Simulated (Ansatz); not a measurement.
The starting structures come from a database of crystals and need not be the phases stable at ambient conditions.

 Where the default PAW files enter, the runs use the earlier of Ansatz's two default sets.

Tunnelling through a barrier is set by its complex band structure: the current falls as exp(−2κd) with the smallest κ.

```xyz
3
Lattice="4.1240 0.0000 0.0000 -2.0620 3.5715 0.0000 0.0000 0.0000 6.8324" Properties=species:S:1:pos:R:3 pbc="T T T"
Mg     0.0000     0.0000     0.0000
I      0.0000     2.3810     1.6773
I      2.0620     1.1905     5.1551
```

Space group of this cell: P-3m1, CdI2 type. The cell was relaxed by PBE-D3(BJ); by r2SCAN its mean pressure is 1.1 GPa.

Transport runs along the normal of the first two printed cell vectors, the (001) plane of the conventional cell.

The gap is the functional's own, uncorrected, and κ follows it; spin-orbit coupling is left out. Mid-gap values are interpolated between the computed energies.

Q: Predict the band gap and the smallest decay constant κ at mid-gap from r2SCAN (Ansatz, a quantum-chemistry and plane-wave program).

A: Gap 4.14 eV on a 12×12×6 mesh; κ = 0.259 1/Å, at the zone centre.
